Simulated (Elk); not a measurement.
Elk run on TiSi2 (Cmcm, 6 atoms in the cell): self-consistent single point.

Level of theory: Elk with LDA (PW92), all-electron FP-LAPW, Elk's shipped species files, default APW+lo basis.

```yaml
crystal:
  lattice:
    - [1.77570, -6.79984, 0.00000]
    - [1.77570, 6.79984, 0.00000]
    - [0.00000, 0.00000, 3.58656]
  atoms:
    - { symbol: Ti, position: [0.89688, 0.10312, 0.75000] }
    - { symbol: Ti, position: [0.10312, 0.89688, 0.25000] }
    - { symbol: Si, position: [0.55825, 0.44175, 0.75000] }
    - { symbol: Si, position: [0.44175, 0.55825, 0.25000] }
    - { symbol: Si, position: [0.24969, 0.75031, 0.75000] }
    - { symbol: Si, position: [0.75031, 0.24969, 0.25000] }
```

Reference input (self-consistent single point, DFT, PBE, all-electron FP-LAPW, Elk's shipped species files, default APW+lo basis): xctype = 20; rgkmax = 7; stype = 0; swidth = 0.00734986 Ha; ngridk = 7 7 7; rmtscf = 0.96. This run's input differs from it in these lines:

```diff
@@ -4,3 +4,3 @@
 xctype
-  20
+  3
```

Log, with long lists cut:

```
│ Self-consistent loop started │
│ Loop number : 1 │
 total energy                :     -2863.35132709
│ Loop number : 2 │
 total energy                :     -2863.39676256
RMS change in Kohn-Sham potential (target) :   0.5025735244E-01 (  0.1000000000E-05)
Absolute change in total energy (target)   :   0.4543547439E-01 (  0.1000000000E-03)
│ Loop number : 3 │
 total energy                :     -2863.38847041
RMS change in Kohn-Sham potential (target) :   0.4821785469E-01 (  0.1000000000E-05)
Absolute change in total energy (target)   :   0.3066720277E-02 (  0.1000000000E-03)
│ Loop number : 4 │
   [... lines left out ...]
Absolute change in total energy (target)   :   0.1995057355E-03 (  0.1000000000E-03)
│ Loop number : 13 │
 total energy                :     -2860.31794533
RMS change in Kohn-Sham potential (target) :   0.8376523692E-06 (  0.1000000000E-05)
Absolute change in total energy (target)   :   0.2576917655E-03 (  0.1000000000E-03)
│ Loop number : 14 │
 total energy                :     -2860.31791069
RMS change in Kohn-Sham potential (target) :   0.4596856282E-06 (  0.1000000000E-05)
Absolute change in total energy (target)   :   0.9906432297E-04 (  0.1000000000E-03)
Convergence targets achieved

│ Loop number : 15 │

Energies :
 Fermi                       :     0.359189076266
 total energy                :     -2860.31791236

Density of states at Fermi energy :    43.53575597
 (states/Hartree/unit cell)

Estimated indirect band gap :   0.7846477964E-03
 from k-point     15 to k-point     25
Estimated direct band gap   :   0.3771553783E-02
 at k-point     15

Charges :
 core                        :    60.00000000
 valence                     :    40.00000000
 interstitial                :    11.08808732
 muffin-tins (core leakage)
  species :    1 (Ti)
   atom    1                 :    20.31578827     (  0.1769615565E-08)
   atom    2                 :    20.31578827     (  0.1769615565E-08)
  species :    2 (Si)
   atom    1                 :    12.09867398     (  0.2173956132E-02)
   atom    2                 :    12.09867398     (  0.2173956132E-02)
   atom    3                 :    12.04149409     (  0.2146758577E-02)
   atom    4                 :    12.04149409     (  0.2146758577E-02)
 total in muffin-tins        :    88.91191268
 total calculated charge     :    99.99282311
 total charge                :    100.0000000
 error                       :   0.7176891007E-02

│ Self-consistent loop stopped │
```

The run converged in 15 iterations. The count includes the last loop, which Elk runs after its targets are met. 

The starting cell comes from a database of computed structures (which also holds hypothetical and non-ambient phases and stackings), without a prior relaxation at this level. Its lattice was rescaled by a random factor within 2.5 % of one. Spin polarisation is off. Values depend on the basis (sphere radii, cutoffs, local orbitals), which need not be converged. The log's line on a gap gives a spacing of levels on this mesh, which the program prints for metals too.

Cost on one core of a shared machine: roughly 50 s.
